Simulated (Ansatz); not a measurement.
The starting structures come from a database of crystals and need not be the phases stable at ambient conditions.

 Where the default PAW files enter, the runs use the earlier of Ansatz's two default sets.

Data:

```yaml
crystal:
  lattice:
    - [4.18847, 0.00000, 0.00000]
    - [0.00000, 9.48374, 0.00000]
    - [0.00000, 4.74187, 2.73772]
  atoms:
    - { symbol: Sr, position: [0.73647, 0.33333, 0.00000] }
    - { symbol: Sr, position: [0.26353, 0.66667, 0.00000] }
    - { symbol: Mg, position: [0.00000, 0.00000, 0.00000] }
    - { symbol: H, position: [0.23475, 0.17654, 0.47038] }
    - { symbol: H, position: [0.76525, 0.82346, 0.52962] }
    - { symbol: H, position: [0.23475, 0.64692, 0.52962] }
    - { symbol: H, position: [0.76525, 0.35308, 0.47038] }
    - { symbol: H, position: [0.23475, 0.17654, 0.00000] }
    - { symbol: H, position: [0.76525, 0.82346, 0.00000] }
```

Space group of this cell: P-3m1. The cell is taken as given.

Transport runs along the normal of the first two printed cell vectors, the (110) plane of the conventional cell.

The gap is the functional's own. No spin-orbit coupling. Mid-gap values are interpolated on the energy grid.

Problem. Compute, with Ansatz (a quantum-chemistry and plane-wave program) with r2SCAN, the band gap and the smallest decay constant κ at mid-gap.

Solution. Gap 3.33 eV on a 8×12×12 mesh; κ = 0.333 1/Å, at (0.375, 0.000) of the in-plane reciprocal vectors. At the zone centre, at the nearest computed energy, the slowest state has κ = 0.35 1/Å.
